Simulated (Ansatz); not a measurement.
The starting structures come from a database of crystals and need not be the phases stable at ambient conditions.

Data:

```
CELL_PARAMETERS angstrom
      4.00429     0.00000     0.00000
     -2.00214     3.46782     0.00000
      2.00214    -1.15594     3.26949
ATOMIC_POSITIONS crystal
  Be 0.00000 0.00000 0.00000
  Te 0.75000 0.25000 0.75000
```

Space group of this cell: F-43m, zinc blende. The cell is taken as given.

Computed with r2SCAN (plane waves, PAW; Ansatz, a quantum-chemistry and plane-wave program).

The current runs along the normal of the first two printed vectors; no spin-orbit coupling. Scaled by the factor s: the length along the current (ions clamped). Meshes 10×10×10 and 12×12 across the current in all rows.

| s | mean pressure (GPa) | slowest mid-gap decay constant κ (1/Å) |
|---|---|---|
| 0.97 | 1.8 | 0.173 |
| 1.00 | -0.2 | 0.164 |
| 1.03 | -1.7 | ? |

**Question.** Take the slope of the slowest mid-gap decay constant κ against ln s from the two given rows, extrapolate to s = 1.03, and say what the run there gives.

**Answer.** Slope = (0.173 − 0.164) / ln 0.97 = -0.295 1/Å. The line gives 0.164 + (-0.295) × ln 1.03 = 0.155 1/Å. The run gives 0.157 1/Å, 0.002 1/Å over the line, 20 % of the predicted step.
